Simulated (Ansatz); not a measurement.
Sr2TaNO3 (Immm, No. 71, 7 atoms in the cell; start mp-1218704) was calculated with LDA (Ansatz, a program for electronic structure, PAW).

Settings: plane-wave cutoff 520 eV, 12×12×12 k mesh, Fermi–Dirac smearing 0.01 eV, scalar-relativistic PAW data made under PBE.

Cell (relaxed at this level):

Space group Immm (No. 71); a = 3.956 Å, b = 4.017 Å, c = 12.430 Å, α = β = γ = 90.00°

| atom | site | symmetry | x | y | z |
|---|---|---|---|---|---|
| Sr | 4i | mm2 | 0.0000 | 0.0000 | 0.3552 |
| Ta | 2a | mmm | 0.0000 | 0.0000 | 0.0000 |
| N | 2d | mmm | 0.0000 | 0.5000 | 0.0000 |
| O | 4i | mm2 | 0.0000 | 0.0000 | 0.1619 |
| O | 2b | mmm | 0.5000 | 0.0000 | 0.0000 |
(The calculation used a cell of 7 atoms; values per cell refer to that cell.)

### Question
What does this level give for the band gap?

### Answer

band gap: 0.48 eV

Spin–orbit coupling is not included.

Static lattice: no zero-point or thermal effects.

A start named mp-… is a Materials Project structure, which need not be a measured phase.
